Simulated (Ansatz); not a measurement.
Base system: C (space group I4/mmm, No. 139; a = 4.3564 Å, c = 2.4989 Å; a model cell, its experimental status unchecked). Axes: x, y, z lie along a, b, c of the conventional cell.

One thing is altered: the cell is compressed by 0.21 % along z with no lateral relaxation; the atoms relax in the strained cell.

Levels (all Ansatz, a quantum-chemistry and plane-wave program, PAW): PBEsol (420 eV, scalar-relativistic without spin-orbit coupling); HSE06 (420 eV, no spin-orbit coupling).

The geometry is relaxed with PBEsol.

PBEsol lowest conduction level above the VBM at special points: N 4.36 eV; Γ 4.43 eV; M 4.73 eV

With HSE06 at the same geometry, the lowest conduction level above the VBM at special points becomes N 5.67 eV; Γ 5.82 eV; M 6.02 eV (PBEsol: N 4.36 eV; Γ 4.43 eV; M 4.73 eV).

Single points use the geometry relaxed with PBEsol. HSE06 was sampled on its mesh, a few special points and the semilocal edge points, so its gap is an upper bound. The levels and masses belong to the bands next to the band gap. Whether these cells are dynamically stable was not tested. This is not the structure that C has at room temperature and ambient pressure.
